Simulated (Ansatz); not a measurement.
# Effect of Li interstitial (started 2.34 Å from the nearest host atom), symmetric start on CeO2

The parent structure is a 12-atom supercell of CeO2 in the fluorite structure (space group Fm-3m, No. 225; a = 5.399 Å) at its relaxed geometry.

One thing is altered: one Li atom is added in an open site, starting 2.34 Å from the nearest host atom, atoms relaxed at fixed cell.

Method: PBEsol, PAW, 420 eV (Ansatz, an electronic-structure program; no spin-orbit coupling), earlier PAW set. k-mesh 5×5×5 (Γ-centred); smearing 0.01 eV (Fermi–Dirac).

```yaml
pressure: 7.5 GPa (base 0.0 GPa)
final_site_of_the_added_atom: 8 O at 2.29 Å (cubic)
```

Final structure:

```
CELL_PARAMETERS angstrom
     -5.39857     0.00000     0.00000
      0.00000     0.00000     5.39857
      0.00000     5.39857     0.00000
ATOMIC_POSITIONS crystal
  Ce 0.00000 0.00000 0.00000
  Ce 0.50000 0.00000 0.50000
  Ce 0.50000 0.50000 0.00000
  Ce 0.00000 0.50000 0.50000
  O  0.75486 0.24514 0.25486
  O  0.24514 0.24514 0.74514
  O  0.24514 0.75486 0.25486
  O  0.75486 0.75486 0.74514
  O  0.24514 0.75486 0.74514
  O  0.75486 0.75486 0.25486
  O  0.75486 0.24514 0.74514
  O  0.24514 0.24514 0.25486
  Li 0.00000 0.00000 0.50000
```

Other magnetic orders, which the real material may have, were not ruled out. The 4f electrons are in the valence with no U and their state was not checked, so volumes and moments can be off. In so small a cell the defect repeats every few ångströms: this is an ordered compound, not a dilute defect. A case with no gap was solved on a k-mesh chosen for an insulator, which is coarse for it. The defect started on the symmetric site and kept its symmetry, so it may sit on a saddle. Seeded moments were not kept for the base. No Hubbard U is applied, and correlation can decide whether such a compound is a metal. Spin-polarised in the final run: Li interstitial (started 2.34 Å from the nearest host atom); the other runs are not. The defect cell is spin-polarised and ends with 1.0 μB.
